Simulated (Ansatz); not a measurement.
```xyz
1
Lattice="0.0000 1.9944 1.9944 1.9944 0.0000 1.9944 1.9944 1.9944 0.0000" Properties=species:S:1:pos:R:3 pbc="T T T"
Au     0.0000     0.0000     0.0000
```

Level of theory: PBEsol with spin-orbit coupling, rigid bands (plane waves, PAW; Ansatz, a quantum-chemistry and plane-wave program). Condition of this run: hydrostatic pressure 15 GPa with spin-orbit coupling (the target of the relaxation). Geometry: cell and atoms relaxed with PBEsol, then loaded as said.

For narrow interconnects the product ρ₀λ of bulk resistivity and mean free path ranks metals, the lower the better. What is it here?

8.0 ×10⁻¹⁶ Ω·m².

And the Drude plasma energy and the root-mean-square Fermi velocity at 300 K?

9.0 eV; 1.3e6 m/s.

A metal at this level (no band gap); rigid bands, thermally averaged at 300 K, both spins. τ is one relaxation time for all states; the product of resistivity and mean free path takes one path for all states instead.
